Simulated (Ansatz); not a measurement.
## WC: response to strain

The parent structure is WC (space group P-6m2, No. 187; a = 2.923 Å, c = 2.846 Å; relaxed with 0.1 eV smearing). Axes: x lies along a and z along c of the hexagonal cell.

Strains are applied to the cell and any free atomic positions relax; under biaxial strain the out-of-plane vector relaxes too.

Method: PBE/PAW in Ansatz (a quantum-chemistry and plane-wave program), scalar-relativistic without spin-orbit coupling, earlier PAW set.

Notes on the quantities. pressure: mean of the normal stresses, compression positive.

```csv
case,pressure,shortest interatomic distance
base,0.0 GPa,2.207 Å
"biaxial strain −2.07 %, plane normal [001], relaxed out of plane",13.1 GPa,2.188 Å
"biaxial strain −1.94 %, plane normal [001], relaxed out of plane",12.2 GPa,2.189 Å
"biaxial strain −1.50 %, plane normal [001], relaxed out of plane",9.2 GPa,2.193 Å
"biaxial strain +0.18 %, plane normal [001], relaxed out of plane",-1.0 GPa,2.209 Å
"biaxial strain +2.36 %, plane normal [001], relaxed out of plane",-12.3 GPa,2.231 Å
isotropic strain −3.88 %,58.9 GPa,2.122 Å
isotropic strain −3.67 %,54.9 GPa,2.126 Å
isotropic strain −0.89 %,11.0 GPa,2.188 Å
isotropic strain +1.75 %,-18.0 GPa,2.246 Å
```

No phonon test of stability was made. All final runs are without spin polarisation.
